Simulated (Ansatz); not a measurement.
An Ansatz (an electronic-structure program) run: Al with a change (uniaxial strain ε_zz = +2.50 %); PBEsol/PAW in Ansatz, without spin-orbit coupling.

Input:

Ansatz 0.2 input:
```yaml
crystal:
  lattice:
    - [0, 2.0077301946, 2.0579234495]
    - [2.0077301946, 0, 2.0579234495]
    - [2.0077301946, 2.0077301946, 0]
  atoms:
    - { symbol: Al, position: [0, 0, 0] }
basis: { ecutwfc: 420, ecutrho_ratio: 4, xc_grid: 2, fft_grid_basis: typed }
kpoints: { mp_grid: { grid: [28, 28, 28] } }
hamiltonian:
  xc: pbesol
  dispersion: none
  pseudopotentials: { kind: paw }
scf: { occupations: { method: fermi_dirac, width: 0.1 }, convergence: { dr2_threshold: 0.0000000001 } }
relax: { f_tol: 0.005, max_steps: 50 }
output: { forces: true, stress: true }
checkpoint: { write: state.ck, write_every: 1000 }
```

Output (explanatory and most iteration lines left out):

```
Relaxation: its limit of steps is 50 (relax.max_steps)
Pseudopotential: Al, paw, valence charge 3
Crystal: 1 atoms, lattice volume = 16.591 Å³
Basis set: ecut = 420 eV, 331 PW (Γ), exchange–correlation on 40×40×40 points (8 copies of the dense FFT grid, shifted against one another)
Bands: 6, of which v1, the nominal top of the filled ones, is band 2 counted from 1 (1 counted from 0)
Symmetry: 16 space group operations
Space group: I4/mmm (ITA 139), of the structure as read, at distance tolerance 2.6e-5 Å
k-points: 1639 of 21952
Functional: x = pbesol(κ = 0.804, μ = 0.12345679012345678), c = pbesol(β = 0.046)
SCF iter   1: F=—  HF=-524.551233 eV  |F-HF|=—  |Δ(HF+E_count)|=         —  Δρ=6.56e-4  dr2=2.78e-5  ethr=1.77e-3  ⟨swp⟩=4.8  Hψ=84813  notcnv=0
SCF iter   2: F=—  HF=-524.551262 eV  |F-HF|=—  |Δ(HF+E_count)|=   2.84e-5  Δρ=3.35e-4  dr2=7.34e-6  ethr=9.27e-7  ⟨swp⟩=2.0  Hψ=24921  notcnv=0
SCF 1 converged in 6 iterations: F = -524.551268 eV  dr2 = 1.29e-12
relax step   1: F+E_penalty+E_count = -524.55126777 eV  Δ(F+E_penalty+E_count) = +0.000e0 eV  max|allowed force component| = 0.000e0 eV/Å  Δτ_max = 0.0000 Å  (6 SCF iters, accepted)
SCF converged after 6 iterations
Free energy (F): -524.551268 eV
Internal energy: -524.537632 eV  (E = F + TS)
E sigma→0 (E₀):  -524.544450 eV
Entropy (-TS):   -0.013635 eV (-13.635 meV/atom)
Fermi energy:    7.826406 eV
--- Forces (eV/Å), atoms counted from 1 ---
  atom   1  Al     0.00000000    -0.00000000     0.00000000
--- Stress (GPa, compression-positive) ---
       -1.533767      -0.000000       0.000000
       -0.000000      -1.533767       0.000000
        0.000000       0.000000      -2.574320
  P = ⅓ Tr σ = -1.8806 GPa (-18.806 kbar)
--- Relaxed structure (1 steps of the walk, 1 accepted, 0 SCFs on fresh bases) ---
  atoms:
    - { symbol: Al, position: [0.0, 0.0, 0.0] }
```

Whether these cells are dynamically stable was not tested. The cell was made from Al in the fcc (Cu type) structure (space group Fm-3m, No. 225) by this change: uniaxial strain ε_zz = +2.50 %.
